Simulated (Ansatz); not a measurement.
**SnSe2: thickness series**

Start from SnSe2 in the CdI2 type structure (space group P-3m1, No. 164; layered, stacked along the Cartesian z axis).

Space group P-3m1 (No. 164); a = b = 3.826 Å, c = 6.231 Å, α = β = 90.00°, γ = 120.00°

```json
[
 {"atom": "Sn", "site": "1a", "symmetry": "-3m.", "x": "0.0000", "y": "0.0000", "z": "0.0000"},
 {"atom": "Se", "site": "2d", "symmetry": "3m.", "x": "0.3333", "y": "0.6667", "z": "0.2529"}
]
```

Free-standing slabs (3 atom(s) a layer) normal to the stacking axis with 15 Å of vacuum; in-plane cell relaxed.

Level of theory: Ansatz (a quantum-chemistry and plane-wave program), r2SCAN+rVV10, PAW, cutoff 500 eV, no spin-orbit coupling.

Notes on the quantities. excess energy per area of both faces: slab less bulk energy over the cell's area: twice a surface energy.

| variant | smallest direct gap | shortest interatomic distance | excess energy per area of both faces |
|---|---|---|---|
| base | 1.49 eV | 271.3 pm | – |
| 1 layer | 1.45 eV | 270.9 pm | 0.27 J/m² |
| 2 layers | 1.30 eV | 271.1 pm | 0.28 J/m² |
| 3 layers | 1.27 eV | 271.1 pm | 0.29 J/m² |

The excess energy carries the mismatch between the slab's and the bulk's meshes. No phonon test of stability was made.
